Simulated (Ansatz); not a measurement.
W_Si in silicon: one set of geometries, relaxed with PBE, evaluated in Ansatz (PAW, plane waves to 420 eV, 500 eV under r2SCAN) with PBE, r2SCAN.

Details: 64-site cell; 2×2×2 shifted k-points; start: the Si site; no spin–orbit coupling; finite-size errors of tenths of an eV.

```
quantity                                               PBE  r2SCAN
----------------------------------------------------  ----  ------
host gap (eV)                                         0.61       …
neutral formation energy against silicon, bcc W (eV)  3.65       …
largest moment on one atom at charge 0 (μB)           0.92       …
```

Question: Given the lower rungs, what does r2SCAN give?

Answer: 
- host gap (eV), r2SCAN: 0.79
- neutral formation energy against silicon, bcc W (eV), r2SCAN: 3.58
- largest moment on one atom at charge 0 (μB), r2SCAN: 0.99

Ansatz is a program for electronic structure.
